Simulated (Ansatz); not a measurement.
The starting structures come from a database of crystals and need not be the phases stable at ambient conditions.

Tunnelling through a barrier is set by its complex band structure: the current falls as exp(−2κd) with the smallest κ.

Here is the system:

```yaml
crystal:
  lattice:
    - [5.61130, 0.00000, 0.00000]
    - [0.26690, 5.75139, 0.00000]
    - [-1.40680, -1.31341, 6.29873]
  atoms:
    - { symbol: Zn, position: [0.61300, 0.74910, 0.50010] }
    - { symbol: Zn, position: [0.38700, 0.25090, 0.49990] }
    - { symbol: Zn, position: [0.97190, 0.25990, 0.81170] }
    - { symbol: Zn, position: [0.02810, 0.74010, 0.18830] }
    - { symbol: H, position: [0.57090, 0.08000, 0.82050] }
    - { symbol: H, position: [0.42910, 0.92000, 0.17950] }
    - { symbol: P, position: [0.16300, 0.74930, 0.72330] }
    - { symbol: P, position: [0.83700, 0.25070, 0.27670] }
    - { symbol: O, position: [0.22430, 0.00530, 0.84720] }
    - { symbol: O, position: [0.77570, 0.99470, 0.15280] }
    - { symbol: O, position: [0.05820, 0.61070, 0.86540] }
    - { symbol: O, position: [0.94180, 0.38930, 0.13460] }
    - { symbol: O, position: [0.39880, 0.62080, 0.66540] }
    - { symbol: O, position: [0.60120, 0.37920, 0.33460] }
    - { symbol: O, position: [0.02950, 0.24900, 0.48670] }
    - { symbol: O, position: [0.97050, 0.75100, 0.51330] }
    - { symbol: O, position: [0.64220, 0.10330, 0.70220] }
    - { symbol: O, position: [0.35780, 0.89670, 0.29780] }
```

The cell is taken as given; by r2SCAN it stands under a pressure of -6.0 GPa.

Transport runs along the normal of the first two printed cell vectors.

The gap is the functional's own. No spin-orbit coupling. Mid-gap values are those at the computed energy nearest the middle.

**Question.** Predict the band gap and the smallest decay constant κ at mid-gap from r2SCAN in Ansatz (a quantum-chemistry and plane-wave program).

**Answer.** Gap 3.78 eV on a 6×6×6 mesh; κ = 0.377 1/Å, at the zone centre.
